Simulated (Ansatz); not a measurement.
## How far a parabola holds: energy against volume of cubic perovskite CsPbCl₃ (cubic high-temperature phase)

We consider cubic perovskite CsPbCl₃ (cubic high-temperature phase), described by PBEsol in Ansatz (plane waves, PAW). Run with plane-wave cutoff 520 eV, 6×6×6 k mesh, Fermi–Dirac smearing 0.01 eV, scalar-relativistic PAW data made under PBE. The cell has no free parameter but its volume, all volumes share cutoff and mesh, and the runs aren't spin-polarised. Energies are free energies at the run's smearing, counted from the lowest row; static lattice.

```
V (Å³/atom)  E (meV/atom)
-----------  ------------
33.349                  ?
34.059               4.78
34.768               1.15
35.478               0.00
36.187               1.07
36.897               4.12
```

Taking a parabola for E over the 5 complete rows: With u = V - 35.5, the rows have u = -1.4410, -0.7320, -0.0220, 0.6870, 1.3970. Least squares gives E = -0.005 - 0.0996·u + 2.2107·u². Residuals (row less fit): 0.051, -0.102, 0.002, 0.100, -0.050; standard error 0.113 (degrees of freedom: 2). The fitted curve has its minimum at V = 35.5, where E = -0.01. Its curvature is d²E/dV² = 2 × 2.2107 meV/Å⁶, so B = V0·d²E/dV² × 0.1602 = 25.2 GPa.

Question: What does the fit predict for E at V = 33.349, and how far is the calculated value from it?

Answer: u = -2.1510, so E = -0.005 - 0.0996 × (-2.1510) + 2.2107 × (-2.1510)² = 10.438 meV/atom. The calculation gives 11.21 meV/atom, 0.772 meV/atom above the prediction (6.9 % of the range of E in the table). The row lies outside the fitted rows, so this is an extrapolation. From the scatter of the fitted rows alone, a prediction at this place has a standard error of 0.268 meV/atom, so the miss is 2.9 times that.

The residuals are curvature that a parabola lacks, not noise. A solid that stiffens under compression and softens on expansion lies above the parabola at the compressed end and under it at the expanded end, as this row does. A third-order Birch-Murnaghan fit to the whole scan has B0 = 25.0 GPa. Only scans are tabulated whose curvature falls smoothly with volume, and where the parabola meets the shown rows within 5 % of their range and misses the end by 0.1 meV or more.

Note: the relaxation could not lower the start's symmetry, so the cell can be a saddle point above a distorted one.

Spin–orbit coupling is not included; it can shift volumes and moduli of such heavy elements.

Ansatz is an electronic-structure program.
